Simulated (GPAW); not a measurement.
Input and output of a self-consistent single point for BaSO4 (F-43m, 6 atoms in the cell) (GPAW).

Level of theory: GPAW with LDA (Perdew-Wang 92), LCAO dzp, GPAW PAW datasets LDA (gpaw-data 1.0.1).

```
CELL_PARAMETERS angstrom
      0.00000     3.69878     3.69878
      3.69878     0.00000     3.69878
      3.69878     3.69878     0.00000
ATOMIC_POSITIONS crystal
  Ba 0.50000 0.50000 0.50000
  S  0.00000 0.00000 0.00000
  O  0.11639 0.11639 0.11639
  O  0.65083 0.11639 0.11639
  O  0.11639 0.11639 0.65083
  O  0.11639 0.65083 0.11639
```

Reference input (self-consistent single point, DFT LDA (Perdew-Wang 92), plane waves, GPAW PAW datasets LDA (gpaw-data 1.0.1)): mode = pw; ecut = 950 eV; xc = LDA; kpts = 6 6 6; mesh shift (steps) = 0 0 0; occupations.name = fermi-dirac; occupations.width = 0.01 eV; nbands = -6; convergence.density = 1e-05 e/electron; convergence.energy = 1e-05 eV/electron; convergence.bands = -4; symmetry.symmorphic = false. This run's input differs from it in these lines:

```diff
@@ -1,4 +1,3 @@
 from ase import Atoms
-from ase.units import GPa
-from gpaw import GPAW, PW, FermiDirac
+from gpaw import GPAW, FermiDirac
 
@@ -16,3 +15,5 @@
 
-calc = GPAW(mode=PW(950),
+calc = GPAW(mode='lcao',
+            h=0.2,
+            basis='dzp',
             xc='LDA',
@@ -20,4 +21,3 @@
             occupations=FermiDirac(0.01),
-            nbands=-6,
-            convergence={'density': 1e-05, 'energy': 1e-05, 'bands': -4},
+            convergence={'density': 1e-05, 'energy': 1e-05},
             symmetry={'symmorphic': False, 'tolerance': 0.0005},
@@ -32,4 +32,2 @@
 print(forces.round(5))
-stress = atoms.get_stress()
-print('Stress (GPa, Voigt):', (stress / GPa).round(4))
```

Output, abridged:

```
     iter     time        total  log10-change:
                         energy   eigst   dens
iter:   1 --:--:--   -40.556890        c
iter:   2 --:--:--   -39.530343        c -0.94
iter:   3 --:--:--   -36.689216        c -0.99
iter:   4 --:--:--   -37.118703        c -1.39
iter:   5 --:--:--   -36.614482        c -1.37
iter:   6 --:--:--   -36.609480        c -2.18
iter:   7 --:--:--   -36.609428        c -2.89
iter:   8 --:--:--   -36.608866        c -2.88
iter:   9 --:--:--   -36.608828        c -3.37
iter:  10 --:--:--   -36.608824c       c -3.56
iter:  11 --:--:--   -36.608824c       c -3.69
iter:  12 --:--:--   -36.608826c       c -3.76
iter:  13 --:--:--   -36.608825c       c -3.84
iter:  14 --:--:--   -36.608825c       c -4.06
   [... 2 lines left out ...]
iter:  17 --:--:--   -36.608822c       c -4.65
iter:  18 --:--:--   -36.608823c       c -4.68
iter:  19 --:--:--   -36.608823c       c -4.84
iter:  20 --:--:--   -36.608823c       c -4.94
iter:  21 --:--:--   -36.608823c       c -5.01c
Converged after 21 iterations.

Dipole moment: (-12.771471, -12.771471, -12.771471) |e|*Ang

Energy contributions relative to reference atoms: (reference = -240043.989769)

Kinetic:        +16.470482
Potential:       -9.765067
External:        +0.000000
XC:             -47.179659
Entropy (-ST):   -0.000000
Local:           +3.865422
SIC:             +0.000000
--------------------------
Free energy:    -36.608823
Extrapolated:   -36.608823

Showing only first 2 kpts
 Kpt  Band  Eigenvalues  Occupancy
  0    18      3.26268    2.00000
  0    19      3.26268    2.00000
  0    20      7.43933    0.00000
  0    21      9.31927    0.00000

  1    18      3.10265    2.00000
  1    19      3.10287    2.00000
  1    20      7.89181    0.00000
  1    21      9.31622    0.00000

Fermi level: 4.41762

Gap: 4.177 eV
Transition (v -> c):
  (s=0, k=0, n=19, [0.00, 0.00, 0.00]) -> (s=0, k=0, n=20, [0.00, 0.00, 0.00])
No difference between direct/indirect transitions
Energy (eV): -36.608823

Forces in eV/Ang:
  0 Ba    0.00000   -0.00000    0.00000
  1 S     0.00000    0.00000   -0.00000
  2 O     0.85464    0.85464    0.85464
  3 O     0.85464   -0.85464   -0.85464
  4 O    -0.85464   -0.85464    0.85464
  5 O    -0.85464    0.85464   -0.85464
```

The run converged in 21 iterations. Against the reference run the free energy rises by 1.17 eV/atom, the largest force goes from 0.261 to 1.480 eV/Å and the gap on the mesh goes from 4.166 to 4.177 eV.

The starting cell comes from a database of computed structures (which also holds hypothetical and non-ambient phases and stackings), without a prior relaxation at this level. Values carry the incompleteness of an atom-centred basis. Forces in this geometry exceed 1 eV/Å.

Cost on one core of a shared machine: roughly 4 min.
